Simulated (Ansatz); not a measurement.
Candidates (primitive cells; geometry: cell and atoms relaxed with PBEsol):
A. SrTiO3 (Pm-3m), a = 3.891 Å, b = 3.891 Å, c = 3.891 Å, α = 90.00°, β = 90.00°, γ = 90.00°
B. AlP (F-43m), a = b = c = 3.8683 Å, α = β = γ = 60.00°
C. CdTe (F-43m), a = 4.589 Å, b = 4.589 Å, c = 4.589 Å, α = 60.00°, β = 60.00°, γ = 60.00°
D. CuI (P6_3mc), a = 4.187 Å, b = 4.187 Å, c = 6.898 Å, α = 90.00°, β = 90.00°, γ = 120.00°
E. TlI (Pm-3m), a = 4.1368 Å, b = 4.1368 Å, c = 4.1368 Å, α = 90.00°, β = 90.00°, γ = 90.00°

Rank these by band gap (highest first), as PBEsol with spin-orbit coupling, rigid bands in Ansatz (a program for electronic structure) gives it.

A (1.84 eV), B (1.43 eV), D (1.05 eV), E (0.48 eV), C (0.38 eV)

Formula and space group known from diffraction (Crystallography Open Database), not checked to be the room-temperature form: CuI (P6_3mc), TlI (Pm-3m).
